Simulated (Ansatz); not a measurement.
Start from Rh in the fcc (Cu type) structure (space group Fm-3m, No. 225; relaxed with 0.1 eV smearing).

Space group Fm-3m (No. 225); a = b = c = 3.7816 Å, α = β = γ = 90.00°

```json
[
 {"atom": "Rh", "site": "4a", "symmetry": "m-3m", "x": "0.0000", "y": "0.0000", "z": "0.0000"}
]
```
(The calculation used a cell of 1 atom; values per cell refer to that cell.)

Level of theory: PBEsol in Ansatz (plane waves to 420 eV, PAW, no spin-orbit coupling).

Before the change:

```
Quantity    Value
--------  -------
Pressure  0.0 GPa
```

It is then changed as follows: every lattice vector is shortened by 0.50 %, atoms relaxed at fixed cell.

Question: What does the calculation give for the pressure after the change?

Answer: The pressure goes from zero to 4.6 GPa.

Question: Estimate the effect on the energy relative to the base.

Answer: The energy goes up by 2.8 meV/atom.

The cells carry an imposed strain or load. Stability against distortions was not tested. The final runs are not spin-polarised.

Ansatz is a quantum-chemistry and plane-wave program.
